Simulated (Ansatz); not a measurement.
Short convergence ladders for a (001) slab of LuP (cut from a parent of space group no. 225; 8 atoms in the cell)

```
LuP
1.0
    3.88632     0.00000     0.00000
   -3.88632     3.88632     0.00000
    0.00000     0.00000    22.24411
Lu P
4 4
Direct
  0.00000   0.00000   0.43823
  0.00000   0.50000   0.31469
  0.00000   0.00000   0.68531
  0.00000   0.50000   0.56177
  0.00000   0.50000   0.43823
  0.00000   0.00000   0.31469
  0.00000   0.50000   0.68531
  0.00000   0.00000   0.56177
```

Base method: LDA (PW92), default PAW files made with PBE (plane waves; Ansatz, an electronic-structure program).

Base settings: basis.ecutwfc = 420 eV; kpoints.mp_grid.grid = 7 7 1; hamiltonian.xc = lda; hamiltonian.pseudopotentials = {kind: paw} (the program's default PAW files); scf.occupations.method = fermi_dirac; scf.occupations.width = 0.1 eV.

The count of work is k-points × plane waves × bands × iterations; it is no time. Core times come from one kind of shared machine, to one figure; runs under 30 s give none.

**The vacuum**

The mesh stays at the base's, so the ladder's end is converged at best in this setting alone.

Only quantities that move along the ladder and can be compared are tabulated.

| vacuum between outermost atoms (Å) | free energy less the last step's (meV/atom) | largest difference of a force vector from the last step's (eV/Å) | count of work / last |
|---|---|---|---|
| 3.0 | -200.37 | 1.353 | 0.33 |
| 4.0 | -54.47 | 0.561 | 0.29 |
| 5.0 | -8.55 | 0.093 | 0.31 |
| 6.0 | -0.15 | 0.037 | 0.37 |
| 7.0 | 0.62 | 0.015 | 0.40 |
| 8.0 | 0.36 | 0.008 | 0.42 |
| 10.0 | 0.05 | 0.001 | 0.48 |
| 12.0 | 0.00 | 0.000 | 0.53 |
| 14.0 | 0.00 | 0.000 | 0.58 |
| 17.0 | 0.00 | 0.000 | 0.66 |
| 20.0 | 0.00 | 0.000 | 0.74 |
| 25.0 | 0.00 | 0.000 | 0.87 |
| 30.0 | 0.00 | 0.000 | 1.0 |

Smallest vacuum between outermost atoms (Å) that holds the free energy within 2 meV/atom of the last step, with all finer ones: 6.0, at 0.37 of the last step's count of work; the step before is off by 8.5 meV/atom.

Smallest vacuum between outermost atoms (Å) that holds the forces within 0.005 eV/Å of the last step, with all finer ones: 10.0; the step before is off by 0.008 eV/Å.

**The k-point mesh**

Only quantities that move along the ladder and can be compared are tabulated.

| kpoints.mp_grid.grid | free energy less the last step's (meV/atom) | largest difference of a force vector from the last step's (eV/Å) | count of work / last | core time / last (rough) |
|---|---|---|---|---|
| 2 2 1 | 299.75 | 0.676 | 0.043 | – |
| 3 3 1 | 44.16 | 0.295 | 0.038 | – |
| 4 4 1 | 8.65 | 0.084 | 0.077 | – |
| 5 5 1 | 1.47 | 0.055 | 0.077 | – |
| 6 6 1 | -0.55 | 0.025 | 0.14 | – |
| 7 7 1 | -0.48 | 0.014 | 0.14 | – |
| 9 9 1 | -0.13 | 0.006 | 0.19 | – |
| 10 10 1 | -0.05 | 0.004 | 0.27 | – |
| 12 12 1 | 0.00 | 0.002 | 0.36 | 0.3 |
| 14 14 1 | 0.00 | 0.001 | 0.46 | 0.4 |
| 16 16 1 | 0.01 | 0.000 | 0.58 | 0.5 |
| 19 19 1 | 0.01 | 0.000 | 0.71 | 0.7 |
| 22 22 1 | 0.00 | 0.000 | 1.0 | 1 |

Coarsest kpoints.mp_grid.grid that holds the forces within 0.005 eV/Å of the last step, with all finer ones: 10 10 1, at 0.27 of the last step's count of work; the step before is off by 0.006 eV/Å.

Coarsest kpoints.mp_grid.grid that holds the free energy within 5 meV/atom of the last step, with all finer ones: 5 5 1, at 0.077 of the last step's count of work; the step before is off by 8.6 meV/atom.

**The plane-wave cutoff**

The mesh stays at the base's, so the ladder's end is converged at best in this setting alone.

Only quantities that move along the ladder and can be compared are tabulated.

```csv
basis.ecutwfc,free energy less the last step's (meV/atom),largest difference of a force vector from the last step's (eV/Å),count of work / last
210 eV,3020.15,0.177,0.16
250 eV,519.37,0.093,0.18
295 eV,55.62,0.014,0.21
355 eV,5.58,0.002,0.27
420 eV,1.10,0.000,0.40
505 eV,0.32,0.000,0.46
630 eV,0.05,0.000,0.73
840 eV,0.00,0.000,1.0
```

Coarsest basis.ecutwfc that holds the forces within 0.005 eV/Å of the last step, with all finer ones: 355 eV, at 0.27 of the last step's count of work; the step before is off by 0.014 eV/Å.

Coarsest basis.ecutwfc that holds the free energy within 1 meV/atom of the last step, with all finer ones: 505 eV; the step before is off by 1.1 meV/atom.

On the base run: the starting cell comes from a database of computed structures (which also holds hypothetical and non-ambient phases and stackings), without a prior relaxation at this level. The slab is cut from that crystal, and its faces are unrelaxed. Its lattice was rescaled by up to half a per cent. Spin polarisation is off, though cut faces can carry moments. In the base run, forces exceed 1 eV/Å.

Keys are those of Ansatz 0.2.
